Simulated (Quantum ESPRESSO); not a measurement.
Worked example: relaxation of the atoms of TlIO3 (R3m, 5 atoms in the cell) in Quantum ESPRESSO.

Level of theory: LDA (PZ), GBRV 1.5 ultrasoft (LDA) pseudopotentials (plane waves; Quantum ESPRESSO).

The input file:

```fortran
&CONTROL
    calculation = 'relax'
    prefix = 'TlIO3'
    outdir = './work'
    pseudo_dir = './'
    forc_conv_thr = 1.9e-03
/
&SYSTEM
    ibrav = 5
    celldm(1) = 8.5372778884
    celldm(4) = 0.021341889903
    nat = 5
    ntyp = 3
    ecutwfc = 40
    ecutrho = 200
    occupations = 'smearing'
    smearing = 'fd'
    degauss = 0.00147
/
&ELECTRONS
    conv_thr = 1e-10
    mixing_beta = 0.5
/
&IONS
/
ATOMIC_SPECIES
Tl   204.3800  tl_lda_v1.2.uspp.F.UPF
I    126.9045  i_lda_v1.uspp.F.UPF
O     15.9990  o_lda_v1.2.uspp.F.UPF
ATOMIC_POSITIONS {angstrom}
Tl    0.0000000000    0.0000000000    0.2199141920
I     0.0000000000    0.0000000000    4.0099602664
O     1.3949015038   -0.8053467587    4.8661897769
O     0.0000000000    1.6106935174    4.8661897769
O    -1.3949015038   -0.8053467587    4.8661897769
K_POINTS {automatic}
3 3 3  0 0 0
```

The program printed (abridged):

```
     Self-consistent Calculation

     iteration #  1     ecut=    40.00 Ry     beta= 0.50

     negative rho (up, down):  5.064E-02 0.000E+00

     total energy              =    -305.50390028 Ry
     estimated scf accuracy    <       1.66357185 Ry

     iteration #  2     ecut=    40.00 Ry     beta= 0.50

     negative rho (up, down):  5.048E-02 0.000E+00

     total energy              =    -306.04475711 Ry
     estimated scf accuracy    <       0.72604367 Ry

     iteration #  3     ecut=    40.00 Ry     beta= 0.50

     negative rho (up, down):  5.030E-02 0.000E+00

     total energy              =    -306.15225268 Ry
     estimated scf accuracy    <       0.01684969 Ry

   [... 6 blocks of this kind left out ...]

     iteration # 10     ecut=    40.00 Ry     beta= 0.50

     negative rho (up, down):  5.010E-02 0.000E+00

     total energy              =    -306.16017643 Ry
     estimated scf accuracy    <          3.2E-10 Ry

     iteration # 11     ecut=    40.00 Ry     beta= 0.50

     negative rho (up, down):  5.010E-02 0.000E+00
     End of self-consistent calculation

     the Fermi energy is     5.1670 ev

!    total energy              =    -306.16017643 Ry
     estimated scf accuracy    <          4.3E-12 Ry
     smearing contrib. (-TS)   =      -0.00000000 Ry
     internal energy E=F+TS    =    -306.16017643 Ry

     convergence has been achieved in  11 iterations

     negative rho (up, down):  5.010E-02 0.000E+00

     Forces acting on atoms (cartesian axes, Ry/au):

     atom    1 type  1   force =     0.00000000    0.00000000   -0.00006822
     atom    2 type  2   force =     0.00000000    0.00000000   -0.01552033
     atom    3 type  3   force =     0.01405922   -0.00811709    0.00519618
     atom    4 type  3   force =     0.00000000    0.01623419    0.00519618
     atom    5 type  3   force =    -0.01405922   -0.00811709    0.00519618

   [... lines left out ...]
     Total force =     0.033355     Total SCF correction =     0.000003
     the Fermi energy is     5.1256 ev
!    total energy              =    -306.16104368 Ry
     Total force =     0.000753     Total SCF correction =     0.000001
     bfgs converged in   5 scf cycles and   4 bfgs steps
     Final energy             =    -306.1610436791 Ry
   [... lines left out ...]
Begin final coordinates

ATOMIC_POSITIONS (angstrom)
Tl               0.0000000000        0.0000000000        0.2187368130
I                0.0000000000        0.0000000000        4.0145699558
O                1.4128732551       -0.8157227542        4.8650456734
O                0.0000000000        1.6314455083        4.8650456734
O               -1.4128732551       -0.8157227542        4.8650456734
End final coordinates

   JOB DONE.
```

The run converged.  The full log also holds: “c_bands:  1 eigenvalues not converged”.

Summary of the result:
| Item | Result |
|---|---|
| Free energy E − TS | -4165.5332 eV |
| Top of the valence band (on the code's own zero) | 4.61 eV |
| Gap on the k-point mesh | 3.81 eV |
| Largest force (vector length) | 0.017 eV/Å |
| Relaxation steps | 4 |

The starting cell comes from a database of computed structures (which also holds hypothetical and non-ambient phases and stackings), without a prior relaxation at this level. Its lattice was rescaled by up to half a per cent. For this run, on top of that: one atom moved by 0.15 angstrom. Spin-orbit coupling is off. The relaxation keeps the symmetry of its start, so its end need not be a minimum.

Cost on one core of a shared machine: roughly 60 s.
